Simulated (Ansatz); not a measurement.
System: interstitial Li in monoclinic HfO2 with all lengths changed by -1 % (charge state +1). The step: Li moves alone to another site; the atom moves 3.34 Å along (0.00, 0.40, -0.50) of the unit cell; the moving atom starts with neighbours O at 1.81, O at 1.87, 2 O at 2.07, O at 2.17 Å and ends with O at 1.81, O at 1.87, 2 O at 2.07, O at 2.17 Å. DFT values are from Ansatz (plane-wave PAW, 420 eV unless said) in a cell of 96 host sites, spin-restricted, static, with no finite-size correction. The charge state is imposed; whether it is stable for some Fermi level was not computed. Sites that were not tried may lie lower. For the PBE band: the saddle point's order was not checked.

```csv
Level,Forward barrier (eV),Cost of the band or of the saddle's single point
"CHGNet universal potential (has no charge state), its own band",1.22,-
"PBE, the Γ point alone, band relaxed",1.28,very roughly 50 core-minutes
"PBE, a 2×2×2 k-point mesh shifted by half a step, same geometries",1.29,around 15 core-minutes (rough)
```

Ansatz is an electronic-structure program.
